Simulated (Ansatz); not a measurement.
Data:

End structure of the (311) surface of fcc Al in its 1x1 cell, outermost plane spacing 1.22 Å in the ideal cut:

```xyz
9
Lattice="2.8581 0.0000 0.0000 -1.4290 4.7396 0.0000 0.0000 0.0000 26.0000" Properties=species:S:1:pos:R:3 pbc="T T T"
Al     1.4287     2.1563     8.1132
Al    -0.0009     4.3185     9.2297
Al     0.0001     1.7324    10.5568
Al     1.4289     3.8889    11.7470
Al     1.4290     1.2926    13.0000
Al     0.0002     3.4360    14.2530
Al    -0.0001     0.8528    15.4432
Al     1.4300     3.0064    16.7703
Al     1.4294     0.4289    17.8868
```

Set-up: 9 atoms, 9.7 Å thick at the start (thin: gaps and levels are the slab's own); mesh 14x8x1; 0.1 eV smearing; dipole correction on; single point; on the structure that PBE left under its start's symmetry; no spin, no spin-orbit, no U.

Q: Predict the surface energy (mean of both faces) from r2SCAN, at the PBE geometry (Ansatz, an electronic-structure program).

A: 1.12 J/m²

Q: Give the work function of the top face at the level r2SCAN, at the PBE geometry.

A: 4.35 eV
